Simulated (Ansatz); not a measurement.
The starting structures come from a database of crystals and need not be the phases stable at ambient conditions.

By PBEsol, the system below comes out a metal.

Data:

```yaml
crystal:
  lattice:
    - [5.72606, 0.00000, 0.00000]
    - [0.00000, 5.74132, 0.00000]
    - [2.86303, 0.00000, 5.41837]
  atoms:
    - { symbol: Ni, position: [0.88466, 0.00000, 0.23068] }
    - { symbol: Ni, position: [0.11534, 0.00000, 0.76932] }
    - { symbol: Ni, position: [0.61534, 0.50000, 0.76932] }
    - { symbol: Ni, position: [0.38466, 0.50000, 0.23068] }
    - { symbol: Ge, position: [0.15493, 0.34267, 0.00000] }
    - { symbol: Ge, position: [0.84507, 0.65733, 0.00000] }
    - { symbol: Ge, position: [0.34507, 0.84267, 0.00000] }
    - { symbol: Ge, position: [0.65493, 0.15733, 0.00000] }
    - { symbol: Ge, position: [0.99488, 0.25000, 0.50000] }
    - { symbol: Ge, position: [0.00512, 0.75000, 0.50000] }
    - { symbol: Ge, position: [0.50512, 0.75000, 0.50000] }
    - { symbol: Ge, position: [0.49488, 0.25000, 0.50000] }
```

Space group of this cell: Cmce. The cell is taken as given; by PBEsol its mean pressure is -1.5 GPa.

The current flows along the normal of the first two printed cell vectors. No spin-orbit coupling; the value is a mean over 0.1 eV about the Fermi level.

Task: Give the ballistic conductance per area that PBEsol (Ansatz, a first-principles code) yields.

Result: 0.38 × 10¹⁵ S/m² for both spins.
